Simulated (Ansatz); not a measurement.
Consider Y-vacancy pair (Y on one host Hf site, one Hf site vacant) in monoclinic HfO2, charge state -5. The step: the Y atom itself jumps into the vacancy (Y-vacancy distance between ideal sites 3.34 Å throughout) (strongly reconstructed ends); the atom moves 2.86 Å along (-0.47, 0.06, -0.37) of the unit cell; the moving atom starts with neighbours O at 2.09, O at 2.12, O at 2.20, O at 2.36, O at 2.38, O at 2.49, O at 2.56 Å and ends with O at 2.09, O at 2.12, O at 2.20, O at 2.36, O at 2.38, O at 2.49, O at 2.56 Å. DFT values are from Ansatz (plane-wave PAW, 420 eV unless said) in a cell of 96 host sites, spin-restricted, static, with no finite-size correction. The charge state is imposed; whether it is stable for some Fermi level was not computed. Forms of the defect that were not tried may lie lower. The start lies 0.048 eV above the lowest site run (PBE). For the PBE band: the saddle point's order was not checked.

```csv
Level,Forward barrier (eV),Cost of the band or of the saddle's single point
"PBE, the Γ point alone, band relaxed",1.36,roughly 70 core-minutes
"PBE, a 2×2×2 k-point mesh shifted by half a step, same geometries",1.35,around 16 core-minutes (rough)
"r2SCAN at 500 eV, the Γ point alone, same geometries",…,about 2.9 core-minutes (a rough figure)
```

Question: What belongs in the gaps?

Answer: 
- r2SCAN at 500 eV, the Γ point alone, same geometries, Forward barrier (eV): 1.52

Ansatz is an electronic-structure program.
